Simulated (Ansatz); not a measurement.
A computed series for WC: response to strain

The reference is WC (space group P-6m2, No. 187; a = 2.898 Å, c = 2.828 Å). Axes: x lies along a and z along c of the hexagonal cell.

Strains are applied to the cell and any free atomic positions relax.

Computed with PBEsol/PAW in Ansatz (a quantum-chemistry and plane-wave program), no spin-orbit coupling.

Notes on the quantities. energy relative to the base: free energy F.

| change | energy relative to the base | shortest interatomic distance | space group |
|---|---|---|---|
| base | 0 meV/atom | 2.191 Å | P-6m2 (No. 187) |
| isotropic strain −5.57 % | +0.441 eV/atom | 2.069 Å | P-6m2 (No. 187) |
| isotropic strain −2.92 % | +111 meV/atom | 2.127 Å | P-6m2 (No. 187) |
| uniaxial strain ε_xx = −2.22 % | … | … | Amm2 (No. 38) |

Q: Complete the table.

A: 
- uniaxial strain ε_xx = −2.22 %, energy relative to the base: +12 meV/atom
- uniaxial strain ε_xx = −2.22 %, shortest interatomic distance: 2.173 Å

Without a gap, meshes like the base's 18×18×16 leave anisotropic stresses uncertain by several tenths of a GPa, and small strain energies with them. Whether these cells are dynamically stable was not tested. All final runs are without spin polarisation.
